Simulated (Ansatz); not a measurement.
**A computed series for MgS: response to strain**

The parent structure is MgS in the rock salt structure (space group Fm-3m, No. 225; a = 5.182 Å).

Strains are applied to the cell and any free atomic positions relax.

All numbers come from DFT with PBEsol, PAW potentials and a 420 eV plane-wave cutoff in Ansatz (a program for electronic structure), no spin-orbit coupling.

Notes on the quantities. energy relative to the base: free energy F.

| isotropic strain (%) | energy relative to the base (meV/atom) |
|---|---|
| -3 | 37.7 |
| -1.5 | 9.0 |
| -0.5 | 1.0 |
| 0 | 0.0 |
| 0.5 | ? |
| 1 | 3.7 |
| 1.5 | 8.2 |
| 2.5 | 22.1 |
| 3 | 31.4 |

**Question.** Fit ΔE = Aε² + Bε³ (ε in %) to the rows shown and predict the withheld row.

**Answer.** Least squares on the printed values gives A = 3.84 and B = -0.12 meV/atom (largest residual 0.0 meV/atom); this predicts 0.9 meV/atom, and the run gives 0.9 meV/atom, in agreement.

No phonon test of stability was made.
